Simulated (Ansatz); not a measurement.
Consider MgS in the rock salt structure (space group Fm-3m, No. 225; a = 5.182 Å).

One thing is altered: a hydrostatic pressure of 3 GPa.

Levels (all Ansatz, a quantum-chemistry and plane-wave program, PAW): PBEsol (420 eV, no spin-orbit coupling); r2SCAN (500 eV, spin-orbit coupling left out).

The geometry is relaxed with PBEsol.

| Quantity | Value |
|---|---|
| PBEsol pressure | 3.01 GPa |
| PBEsol band gap | 2.80 eV |
| PBEsol electron mass | 0.53 mₑ along k, 0.29 mₑ across (at X) |

### Question
Predict the pressure, band gap and electron mass from r2SCAN.

### Answer
The pressure grows by 1.21 GPa to 4.22 GPa; the band gap grows by 0.766 eV to 3.56 eV; the electron mass changes from 0.53 mₑ along k, 0.29 mₑ across (at X) to 0.53 mₑ along k, 0.30 mₑ across (at X).

Single points use the geometry relaxed with PBEsol. Their cutoffs differ, which shifts pressures a little. Load acts through the strain it causes; cell and atoms are relaxed under it. Effective masses come from finite differences of ±0.01 Å⁻¹. Along k means along the line from Γ to the band edge. Whether these cells are dynamically stable was not tested.
